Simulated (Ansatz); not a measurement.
Consider SiC in the wurtzite structure (space group P6_3mc, No. 186).

```xyz
4
Lattice="3.0920 0.0000 0.0000 -1.5460 2.6777 0.0000 0.0000 0.0000 5.0743" Properties=species:S:1:pos:R:3 pbc="T T T"
Si     0.0000     1.7851     5.0721
Si     1.5460     0.8926     2.5350
C      0.0000     1.7851     1.9050
C      1.5460     0.8926     4.4421
```

Cartesian axes are those of the cell as printed.

The values are results of PBE/PAW in Ansatz (an electronic-structure program), scalar-relativistic without spin-orbit coupling, not measurements.

Base values:

| Property | Value |
|---|---|
| Pressure | 0.0 kbar |
| Electron mass | 0.27 mₑ along c, 0.44 mₑ across (at K) |
| Valence-band top at Γ | 0.00, 0.00, -0.11 eV |

It is then changed as follows: the cell is stretched by 3.00 % along z with no lateral relaxation; the atoms relax in the strained cell.

Problem. Estimate the effect on the pressure, electron mass, energy relative to the base and valence-band top at Γ.

Solution. The pressure (mean of the normal stresses, compression positive) goes from zero to -57.6 kbar; the electron mass changes from 0.27 mₑ along c, 0.44 mₑ across (at K) to 0.28 mₑ along z, 0.44 mₑ across (at K); the energy rises by 15 meV/atom; the valence-band top at Γ (three highest levels, from the VBM) goes from 0.00, 0.00, -0.11 eV to 0.00, 0.00, -0.35 eV.

The levels and masses belong to the bands next to the band gap. Effective masses come from finite differences of ±0.01 Å⁻¹. Stability against distortions was not tested.
